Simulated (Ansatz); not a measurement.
For Ti5Si3 (P6₃/mcm, No. 193), LDA (Ansatz, a program for electronic structure, PAW) gives:

| Quantity | Result |
|---|---|
| lattice constant a | 7.345 Å |
| lattice parameter c | 5.019 Å |

### Question
What does r²SCAN-D4 (PAW; Ansatz) give for the same quantities?

### Answer

- lattice constant a: 7.430 Å (rises by 1.2 %)
- lattice parameter c: 5.096 Å (goes up by 1.5 %)

Changes are worked out from the printed values.

Unless a cell is named, each level is at its own relaxed cell (LDA 14.65, r²SCAN-D4 15.23 Å³/atom).

Ansatz's density-functional and Hartree–Fock values are scalar-relativistic unless marked +SOC, with PAW data made under PBE.
